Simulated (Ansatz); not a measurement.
System: CsCl-type AuZn (cubic form, which distorts at low temperature). Method: r²SCAN-D4 (Ansatz, a first-principles code, plane waves, PAW).

Settings: plane-wave cutoff 500 eV, 18×18×18 k mesh, Fermi–Dirac smearing 0.1 eV, scalar-relativistic PAW data made under PBE.

Computed at the level's own relaxed cell.

Task: Estimate the equilibrium volume per atom and lattice parameter a that the calculation returns.

Result: 
- equilibrium volume per atom = 15.42 Å³/atom
- lattice parameter a = 3.136 Å

Note: symmetry holds this phase in the static calculation, where it need not be a minimum.

Spin–orbit coupling is not included; it can shift volumes and moduli of such heavy elements.

The computed numbers hold no vibrational or temperature effects.
